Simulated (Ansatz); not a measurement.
The starting structures come from a database of crystals and need not be the phases stable at ambient conditions.

Tunnelling through a barrier is set by its complex band structure: the current falls as exp(−2κd) with the smallest κ.

Data:

```
CELL_PARAMETERS angstrom
      5.40585     0.00000    -0.01503
      0.00000     6.33161     0.00000
      2.63481     0.00000     5.88241
ATOMIC_POSITIONS crystal
  Li 0.71702 0.75000 0.34823
  Li 0.28298 0.25000 0.65177
  Li 0.25554 0.51700 0.33952
  Li 0.74446 0.48300 0.66048
  Li 0.74446 0.01700 0.66048
  Li 0.25554 0.98300 0.33952
  Te 0.16800 0.75000 0.83488
  Te 0.83200 0.25000 0.16512
  H  0.54365 0.75000 0.03161
  H  0.45635 0.25000 0.96839
  O  0.55036 0.75000 0.69113
  O  0.44964 0.25000 0.30887
  O  0.09375 0.52361 0.67841
  O  0.90625 0.47639 0.32159
  O  0.90625 0.02361 0.32159
  O  0.09375 0.97639 0.67841
  O  0.48269 0.75000 0.19556
  O  0.51731 0.25000 0.80444
```

The cell was relaxed by PBE-D3(BJ); by r2SCAN it stands under a pressure of -1.0 GPa.

Transport runs along the normal of the first two printed cell vectors.

The gap is the functional's own. No spin-orbit coupling. Mid-gap values are those at the computed energy nearest the middle.

**Question.** Give the band gap and the smallest decay constant κ at mid-gap that r2SCAN run with Ansatz (a program for electronic structure) yields.

**Answer.** Gap 4.04 eV on a 6×6×6 mesh; κ = 0.513 1/Å, at the zone centre.
